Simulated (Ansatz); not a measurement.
Electronic density of states of amorphous Si₂₀B₄O₄₆, density 2.09 g/cm³, on a 2×2×2 Γ-centred mesh with a Gaussian width of 0.1 eV; energies count from the Fermi level, whose place inside the gap is arbitrary. Cell and mesh are small, so fine structure isn't converged. The numbers are results of PBE, scalar-relativistic without spin-orbit coupling (plane waves to 420 eV, PAW; Ansatz, a quantum-chemistry and plane-wave program), not measurements. Sampling: a 2×2×2 Γ-centred mesh; Fermi-Dirac width 0.02 eV; no spin polarisation. At PBE the levels at the filled edge of the gap are localised (band-tail or defect states).

A CHGNet melt-quench gave the starting glass, which DFT then relaxed. O atoms were pushed apart under 1.9 Å during the dynamics, to hinder bonds among them. The hot cell started wider than the set density and was brought back towards it in steps. It is the lowest in DFT energy of 8 quenches. It is a model cell: composition and starting density were chosen by hand, and all elements were melted together. No dispersion term was used. Its density started from a set value of 2.16 and ended at 2.09 g/cm³. The simulated quench (nominally 110 K/ps over its main leg) is rapid and tends to freeze in more defects than a deposited or slowly cooled glass has. A cell of this size samples the disorder only roughly. Volume and shape were free in the relaxation.

(E - EF (eV), states/(eV atom)): (-12.00, 0.05); (-11.90, 0.11); (-11.80, 0.15); (-11.70, 0.15); (-11.60, 0.16); (-11.50, 0.18); (-11.40, 0.19); (-11.30, 0.19); (-11.20, 0.18); (-11.10, 0.17); (-11.00, 0.17); (-10.90, 0.19); (-10.80, 0.21); (-10.70, 0.21); (-10.60, 0.22); (-10.50, 0.20); (-10.40, 0.22); (-10.30, 0.20); (-10.20, 0.17); (-10.10, 0.22); (-10.00, 0.25); (-9.90, 0.24); (-9.80, 0.23); (-9.70, 0.20); (-9.60, 0.14); (-9.50, 0.17); (-9.40, 0.18); (-9.30, 0.18); (-9.20, 0.21); (-9.10, 0.23); (-9.00, 0.24); (-8.90, 0.27); (-8.80, 0.28); (-8.70, 0.30); (-8.60, 0.38); (-8.50, 0.43); (-8.40, 0.44); (-8.30, 0.51); (-8.20, 0.55); (-8.10, 0.66); (-8.00, 0.77); (-7.90, 0.75); (-7.80, 0.65); (-7.70, 0.57); (-7.60, 0.46); (-7.50, 0.27); (-7.40, 0.08); (-7.30, 0.01); (-7.20, 0.00); (-7.10, 0.01); (-7.00, 0.10); (-6.90, 0.14); (-6.80, 0.09); (-6.70, 0.23); (-6.60, 0.31); (-6.50, 0.28); (-6.40, 0.22); (-6.30, 0.15); (-6.20, 0.26); (-6.10, 0.31); (-6.00, 0.34); (-5.90, 0.41); (-5.80, 0.49); (-5.70, 0.53); (-5.60, 0.62); (-5.50, 0.74); (-5.40, 0.72); (-5.30, 0.73); (-5.20, 0.79); (-5.10, 0.82); (-5.00, 0.78); (-4.90, 0.79); (-4.80, 0.84); (-4.70, 0.88); (-4.60, 0.91); (-4.50, 0.93); (-4.40, 0.90); (-4.30, 0.81); (-4.20, 0.80); (-4.10, 0.84); (-4.00, 0.89); (-3.90, 0.91); (-3.80, 0.92); (-3.70, 0.84); (-3.60, 0.82); (-3.50, 0.83); (-3.40, 0.82); (-3.30, 0.83); (-3.20, 0.70); (-3.10, 0.55); (-3.00, 0.54); (-2.90, 0.42); (-2.80, 0.19); (-2.70, 0.15); (-2.60, 0.10); (-2.50, 0.01); (-2.40, 0.00); (-2.30, 0.00); (-2.20, 0.00); (-2.10, 0.00); (-2.00, 0.00); (-1.90, 0.00); (-1.80, 0.00); (-1.70, 0.00); (-1.60, 0.00); (-1.50, 0.00); (-1.40, 0.00); (-1.30, 0.00); (-1.20, 0.00); (-1.10, 0.00); (-1.00, 0.00); (-0.90, 0.00); (-0.80, 0.00); (-0.70, 0.00); (-0.60, 0.00); (-0.50, 0.00); (-0.40, 0.00); (-0.30, 0.00); (-0.20, 0.00); (-0.10, 0.00); (0.00, 0.00); (0.10, 0.00); (0.20, 0.00); (0.30, 0.00); (0.40, 0.00); (0.50, 0.00); (0.60, 0.00); (0.70, 0.00); (0.80, 0.00); (0.90, 0.00); (1.00, 0.00); (1.10, 0.00); (1.20, 0.00); (1.30, 0.00); (1.40, 0.00); (1.50, 0.00); (1.60, 0.00); (1.70, 0.00); (1.80, 0.00); (1.90, 0.00); (2.00, 0.00); (2.10, 0.00); (2.20, 0.00); (2.30, 0.00); (2.40, 0.00); (2.50, 0.00); (2.60, 0.02); (2.70, 0.01); (2.80, 0.00); (2.90, 0.00); (3.00, 0.01); (3.10, 0.05); (3.20, 0.09); (3.30, 0.05); (3.40, 0.02); (3.50, 0.05); (3.60, 0.12); (3.70, 0.13); (3.80, 0.13); (3.90, 0.16); (4.00, 0.16); (4.10, 0.10); (4.20, 0.08); (4.30, 0.09); (4.40, 0.17); (4.50, 0.23); (4.60, 0.20); (4.70, 0.25); (4.80, 0.29); (4.90, 0.28); (5.00, 0.22); (5.10, 0.21); (5.20, 0.29); (5.30, 0.32); (5.40, 0.25); (5.50, 0.22); (5.60, 0.27); (5.70, 0.36); (5.80, 0.45); (5.90, 0.52); (6.00, 0.53); (6.10, 0.55); (6.20, 0.55)

The level gap on this mesh is 5.28 eV; the broadening fills part of it in the curve.
